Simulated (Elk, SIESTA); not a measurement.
A SIESTA input for a self-consistent single point of TiGa5Co (P4/mmm, 7 atoms in the cell) (DFT, GGA PBEsol, numerical atomic orbitals DZP, PseudoDojo PBEsol standard norm-conserving potentials (rewritten from UPF to PSML)):

```
# files in the folder: Ti.psml Ga.psml Co.psml (PseudoDojo PBEsol standard)
SystemName  TiGa5Co
SystemLabel siesta

NumberOfAtoms                7
NumberOfSpecies              3
%block ChemicalSpeciesLabel
  1 22 Ti
  2 31 Ga
  3 27 Co
%endblock ChemicalSpeciesLabel
LatticeConstant              1.0 Ang
%block LatticeVectors
     4.028560000    0.000000000    0.000000000
     0.000000000    4.028560000    0.000000000
     0.000000000    0.000000000    6.441810000
%endblock LatticeVectors
AtomicCoordinatesFormat      Ang
%block AtomicCoordinatesAndAtomicSpecies
     0.000000000    0.000000000    0.000000000  1
     0.000000000    2.014280000    1.919788216  2
     0.000000000    2.014280000    4.522021784  2
     2.014280000    0.000000000    1.919788216  2
     2.014280000    0.000000000    4.522021784  2
     2.014280000    2.014280000    0.000000000  2
     0.000000000    0.000000000    3.220905000  3
%endblock AtomicCoordinatesAndAtomicSpecies

XC.functional                GGA
XC.authors                   PBEsol
PAO.BasisSize                DZP
PAO.EnergyShift              0.01 Ry
MeshCutoff                   300 Ry
%block kgrid.MonkhorstPack
    5   0   0  0.0
    0   5   0  0.0
    0   0   3  0.0
%endblock kgrid.MonkhorstPack
OccupationFunction           MP
OccupationMPOrder            0
ElectronicTemperature        1160.45 K

MaxSCFIterations             150
SCF.Mixer.Method             Pulay
SCF.Mixer.Weight             0.2
SCF.Mixer.History            8
SCF.DM.Tolerance             1.0E-04
Diag.ParallelOverK           true
WriteForces                  true
Charge.Mulliken              end
```

Problem. Give the Elk input for the same structure, mesh, smearing and functional.

Solution. One input that does it (others would too):

```
tasks
  0

xctype
  22

tforce
  .true.

rgkmax
  8.0

gmaxvr
  18.0

lmaxapw
  10

lmaxo
  8

nxlo
  2

lorbcnd
  .true.

lradstp
  2

nrmtscf
  2.0

lmaxi
  4

stype
  0

swidth
  0.00367493

avec
    7.6128750766    0.0000000000    0.0000000000
    0.0000000000    7.6128750766    0.0000000000
    0.0000000000    0.0000000000   12.1732566469

atoms
  3   : nspecies
  'Ti.in'   : spfname
  1   : natoms; atposl, bfcmt below
  0.0000000000  0.0000000000  0.0000000000    0.0 0.0 0.0
  'Ga.in'   : spfname
  5   : natoms; atposl, bfcmt below
  0.0000000000  0.5000000000  0.2980200000    0.0 0.0 0.0
  0.0000000000  0.5000000000  0.7019800000    0.0 0.0 0.0
  0.5000000000  0.0000000000  0.2980200000    0.0 0.0 0.0
  0.5000000000  0.0000000000  0.7019800000    0.0 0.0 0.0
  0.5000000000  0.5000000000  0.0000000000    0.0 0.0 0.0
  'Co.in'   : spfname
  1   : natoms; atposl, bfcmt below
  0.0000000000  0.0000000000  0.5000000000    0.0 0.0 0.0

ngridk
  5 5 3
```

Basis settings and potentials, where a program has them, do not carry over. This input uses DFT, PBEsol, all-electron FP-LAPW, Elk's shipped species files, APW+lo basis with extra local orbitals.

The starting cell comes from a database of computed structures (which also holds hypothetical and non-ambient phases and stackings), without a prior relaxation at this level.
